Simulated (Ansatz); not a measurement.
Functionals compared on OH on the 1x1 (0001) surface of corundum (cut with top plane Al), one in a 1x1 cell, started at the site 'top Al', in Ansatz (plane waves, PAW). The structure was relaxed with PBE; the other rows are single points on it, each with its references at the same level. Cutoff 420 eV (500 eV for r2SCAN). The points keep PBE's geometry, so the relaxation of a polaron and the settling of charge on one site are left out. HSE06 used the coarser mesh 4x4x1.

Host crystal: corundum, with a band gap (PBE, scalar-relativistic without spin-orbit coupling).

Set-up: 22 atoms, 6.7 Å thick at the start under the adsorbate (thin: gaps and levels are the slab's own); mesh 6x6x1; 0.01 eV smearing; dipole correction on; 9 atoms held, the rest relaxed; no symmetry held; spin-polarised, ending with about 1.0 μB a cell, a value that depends on the mesh; orders that need a larger cell were not tried, no spin-orbit, no U, no dispersion correction. The slab shows no gap over 0.04 eV on its mesh. It is one chosen start, not shown to be the lowest state of the adsorbate. These notes are the PBE run's. r2SCAN: The program's check for a lower electronic state was not made. HSE06: The program's check for a lower electronic state was not made. Adsorption energies are against H2O(g) − ½ H2(g). A negative adsorption energy means that the adsorbate is more stable on the surface than in its reference.

```tsv
functional	adsorption energy (eV)
PBE	0.90
RPBE	0.87
r2SCAN	[?]
HSE06	1.73
```

Problem. Fill in the missing entries.

Solution. 
- r2SCAN, adsorption energy (eV): 0.99

Ansatz is a program for electronic structure.
